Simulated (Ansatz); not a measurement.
Cost and result by functional for the surface energy of the (11-21) surface of hcp Hf in its 1x1 cell, outermost plane spacing 0.76 Å in the ideal cut, in Ansatz (plane waves, PAW). Single points on the PBE structure, on one kind of machine; costs are rough ratios of the slab run's core time (references not counted) to the cheapest single point. r2SCAN's cost holds its higher cutoff (500 against 420 eV). Differences are taken against r2SCAN for comparison alone: no measured value is at hand, so the table doesn't rank accuracy.

Set-up: 14 atoms, 9.9 Å thick at the start (thin: gaps and levels are the slab's own); mesh 8x7x1; 0.1 eV smearing; dipole correction on; all atoms relaxed; start symmetry kept, larger cells not searched; no spin, no spin-orbit, no U. These notes are the PBE run's.

| functional | relative cost | surface energy (J/m²) | less r2SCAN (J/m²) |
|---|---|---|---|
| PBEsol | 1 | 2.11 | 0.00 |
| RPBE | 1 | 1.81 | -0.30 |
| LDA | 1 | 2.16 | 0.05 |
| r2SCAN | 3 | 2.11 | 0.00 |
| PBE (the relaxed run's value) | – | 1.93 | -0.18 |

The values span 0.35 J/m², while the single points' costs differ by a factor of roughly 3. Differences are of unrounded values.

Ansatz is an electronic-structure program.
